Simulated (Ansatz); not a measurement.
**Pressure series in MgF2**

Take MgF₂ in the rutile structure (space group P4_2/mnm, No. 136) as the base.

```
CELL_PARAMETERS angstrom
      4.63887     0.00000     0.00000
      0.00000     4.63887     0.00000
      0.00000     0.00000     3.06237
ATOMIC_POSITIONS crystal
  Mg 0.00000 0.00000 0.00000
  Mg 0.50000 0.50000 0.50000
  F  0.30340 0.30340 0.00000
  F  0.80340 0.19660 0.50000
  F  0.19660 0.80340 0.50000
  F  0.69660 0.69660 0.00000
```

Cell and atoms are relaxed at each pressure.

Level of theory: PBEsol in Ansatz (plane waves to 420 eV, PAW, scalar-relativistic without spin-orbit coupling).

```json
[
 {"P (GPa)": "-0.99", "V (Å³/atom)": "11.098"},
 {"P (GPa)": "0.90", "V (Å³/atom)": "10.885"},
 {"P (GPa)": "2.09", "V (Å³/atom)": "10.761"},
 {"P (GPa)": "4.49", "V (Å³/atom)": "10.533"},
 {"P (GPa)": "9.00", "V (Å³/atom)": "10.165"},
 {"P (GPa)": "14.98", "V (Å³/atom)": "9.762"},
 {"P (GPa)": "22.48", "V (Å³/atom)": "9.351"},
 {"P (GPa)": "29.99", "V (Å³/atom)": "9.011"}
]
```

Problem. Fit a third-order Birch–Murnaghan equation of state.

Solution. Least squares on P(V) = (3B₀/2)[(V₀/V)^(7/3) − (V₀/V)^(5/3)]·[1 + (3/4)(B₀′ − 4)((V₀/V)^(2/3) − 1)] gives V₀ = 10.98 Å³/atom, B₀ = 98 GPa and B₀′ = 4.4.

Between the base and pressure 9 GPa the gap moves from 6.89 eV to 7.41 eV, a mean slope of 58 meV/GPa.

Load acts through the strain it causes; cell and atoms are relaxed under it. No phonon test of stability was made. No other phases were tried under pressure.

Ansatz is a program for electronic structure.
